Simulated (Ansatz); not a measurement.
Zr3N4 (model structure, started from the beta Si3N4 type, P6₃/m, No. 176, 14 atoms in the cell), treated with LDA (PAW; Ansatz, a program for electronic structure).

Settings: plane-wave cutoff 520 eV, 6×6×10 k mesh (along the axes of the cell as run), Fermi–Dirac smearing 0.01 eV, scalar-relativistic PAW data made under PBE.

Cell (relaxed with PBEsol):

```yaml
crystal:
  lattice:
    - [8.63860, 0.00000, 0.00000]
    - [-4.31930, 7.48125, 0.00000]
    - [0.00000, 0.00000, 3.60136]
  atoms:
    - { symbol: Zr, position: [0.13971, 0.73167, 0.25000] }
    - { symbol: Zr, position: [0.26833, 0.40803, 0.25000] }
    - { symbol: Zr, position: [0.59197, 0.86029, 0.25000] }
    - { symbol: Zr, position: [0.86029, 0.26833, 0.75000] }
    - { symbol: Zr, position: [0.73167, 0.59197, 0.75000] }
    - { symbol: Zr, position: [0.40803, 0.13971, 0.75000] }
    - { symbol: N, position: [0.32613, 0.00155, 0.25000] }
    - { symbol: N, position: [0.99845, 0.32457, 0.25000] }
    - { symbol: N, position: [0.67543, 0.67387, 0.25000] }
    - { symbol: N, position: [0.67387, 0.99845, 0.75000] }
    - { symbol: N, position: [0.00155, 0.67543, 0.75000] }
    - { symbol: N, position: [0.32457, 0.32613, 0.75000] }
    - { symbol: N, position: [0.33333, 0.66667, 0.25000] }
    - { symbol: N, position: [0.66667, 0.33333, 0.75000] }
```

Problem. Give the computed band gap, smallest direct gap on the k points sampled and direct gap at Γ.

Solution. 
- band gap = 2.09 eV
- smallest direct gap on the k points sampled = 2.41 eV
- direct gap at Γ = 2.95 eV

Note: the relaxation could raise the start's symmetry but not lower it, so the cell can be a saddle point; cell and atoms aren't relaxed at this level (pressure -3.0 GPa).

Spin–orbit coupling is not included.

Static lattice: no zero-point or thermal effects.

A model structure was made by putting elements into a prototype or built by hand; it is no filed structure, need not be a known phase, and can be a saddle point held by its symmetry.
